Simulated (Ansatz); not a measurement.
## MoSi2, response to strain

Start from MoSi$_{2}$ (space group I4/mmm, No. 139).

```yaml
crystal:
  lattice:
    - [-1.60108, 1.60108, 3.90975]
    - [1.60108, -1.60108, 3.90975]
    - [1.60108, 1.60108, -3.90975]
  atoms:
    - { symbol: Mo, position: [0.00000, 0.00000, 0.00000] }
    - { symbol: Si, position: [0.33530, 0.33530, 0.00000] }
    - { symbol: Si, position: [0.66470, 0.66470, 0.00000] }
```

Cartesian axes are those of the cell as printed.

Strains are applied to the cell and any free atomic positions relax; under biaxial strain the out-of-plane vector relaxes too; under stress the whole cell relaxes.

Level of theory: r2SCAN (Ansatz, an electronic-structure program; PAW; 500 eV plane waves; no spin-orbit coupling), earlier PAW set.

Notes on the quantities. energy relative to the base: free energy F.

```csv
case,shortest interatomic distance,energy relative to the base,space group
base,2.576 Å,0 meV/atom,I4/mmm (No. 139)
"biaxial strain +2.18 %, plane normal [001], relaxed out of plane",2.553 Å,+19 meV/atom,I4/mmm (No. 139)
isotropic strain −5.83 %,2.452 Å,+0.344 eV/atom,I4/mmm (No. 139)
uniaxial strain ε_yy = −1.24 %,?,?,Immm (No. 71)
"uniaxial stress, 1 GPa compression along x",2.577 Å,+0.1 meV/atom,Immm (No. 71)
"uniaxial stress, 0.5 GPa compression along z",2.573 Å,0.0 meV/atom,I4/mmm (No. 139)
```

**Question.** Some entries are withheld; estimate them.

**Answer.** 
- uniaxial strain ε_yy = −1.24 %, shortest interatomic distance: 2.578 Å
- uniaxial strain ε_yy = −1.24 %, energy relative to the base: +2.7 meV/atom

A case with no gap was solved on a k-mesh chosen for an insulator, which is coarse for it. Without a gap, meshes like the base's 14×14×14 leave anisotropic stresses uncertain by several tenths of a GPa, and small strain energies with them. Stability under load was not tested beyond the relaxation. All final runs are without spin polarisation.
